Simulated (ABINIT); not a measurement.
Band structure of K (Im-3m, 1 atom in the cell).

```
CELL_PARAMETERS angstrom
     -2.67058     2.67058     2.67058
      2.67058    -2.67058     2.67058
      2.67058     2.67058    -2.67058
ATOMIC_POSITIONS crystal
  K  0.00000 0.00000 0.00000
```

Method of the run: PBE, norm-conserving pseudopotentials (PseudoDojo nc-sr-05 PBE standard) (plane waves; ABINIT).

Settings: pseudos = [K.upf]; ecut = 37 Ha; occopt = 7; tsmear = 0.1 eV; ngkpt = 12 12 12; nshiftk = 1; shiftk = 0 0 0; potentials = PseudoDojo nc-sr-05 PBE standard; kptopt = 1; nstep = 60; tolvrs1 = 1e-10; ndtset = 2; getden2 = 1.

The starting cell comes from a database of computed structures (which also holds hypothetical and non-ambient phases and stackings), without a prior relaxation at this level. Its lattice was rescaled by a random factor within 2.5 % of one.

Levels in eV from the Fermi level, bands 1 to 8:
```json
[
 {"point": "Γ", "1": "-32.14", "2": "-15.59", "3": "-15.59", "4": "-15.59", "5": "-2.09", "6": "4.26", "7": "4.26", "8": "4.26"},
 {"point": "H", "1": "-32.14", "2": "-15.64", "3": "-15.64", "4": "-15.64", "5": "1.70", "6": "1.70", "7": "3.39", "8": "3.39"},
 {"point": "N", "1": "-32.14", "2": "-15.65", "3": "-15.61", "4": "-15.59", "5": "0.46", "6": "0.68", "7": "3.16", "8": "4.79"},
 {"point": "P", "1": "-32.14", "2": "-15.62", "3": "-15.62", "4": "-15.62", "5": "1.47", "6": "1.47", "7": "1.47", "8": "2.95"}
]
```

Bands cross the Fermi level along this path, so the cell is metallic at this level.
